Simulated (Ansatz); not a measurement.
Take ZnSiP$_{2}$ in the chalcopyrite structure (space group I-42d, No. 122) as the base.

```yaml
crystal:
  lattice:
    - [-2.68876, 2.68876, 5.23303]
    - [2.68876, -2.68876, 5.23303]
    - [2.68876, 2.68876, -5.23303]
  atoms:
    - { symbol: Zn, position: [0.75000, 0.25000, 0.50000] }
    - { symbol: Zn, position: [0.00000, 0.00000, 0.00000] }
    - { symbol: Si, position: [0.25000, 0.75000, 0.50000] }
    - { symbol: Si, position: [0.50000, 0.50000, 0.00000] }
    - { symbol: P, position: [0.14181, 0.12500, 0.51681] }
    - { symbol: P, position: [0.60819, 0.62500, 0.48319] }
    - { symbol: P, position: [0.37500, 0.85819, 0.98319] }
    - { symbol: P, position: [0.87500, 0.39181, 0.01681] }
```

Computed with r2SCAN/PAW in Ansatz (an electronic-structure program), without spin-orbit coupling.

Base values:

The density is 3.41 g/cm³ and the band gap is 1.55 eV.

Now apply this change: a hydrostatic pressure of 60 GPa.

**Question.** What happens to the density?

**Answer.** The density grows by 1.294 g/cm³ to 4.71 g/cm³.

**Question.** What happens to the band gap?

**Answer.** The band gap falls by 0.98 eV to 0.57 eV.

Load acts through the strain it causes; cell and atoms are relaxed under it. Whether these cells are dynamically stable was not tested. Competing high-pressure phases were not computed.
